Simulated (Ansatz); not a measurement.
# Nb: element substitutions

Consider Nb in the bcc (W type) structure (space group Im-3m, No. 229; a = 3.2713 Å).

Each row replaces one element on all its sites; cell and atoms are relaxed.

Levels (all Ansatz, a program for electronic structure, PAW): PBEsol (420 eV, no spin-orbit coupling); r2SCAN (500 eV, without spin-orbit coupling).

Pressures by level, all at the geometries relaxed with PBEsol:

| case | PBEsol | r2SCAN |
|---|---|---|
| base | 0.0 GPa | 5.3 GPa |
| Nb → V | 0.0 GPa | 4.9 GPa |
| Nb → Re | 0.0 GPa | 4.0 GPa |

Single points use the geometry relaxed with PBEsol. Their cutoffs differ, which shifts pressures a little. No phonon test of stability was made. For Re in this form, whether it has been made was not checked. Seeded moments were not kept for Nb → V. All final runs are without spin polarisation. This is not the structure that Re has at room temperature and ambient pressure.
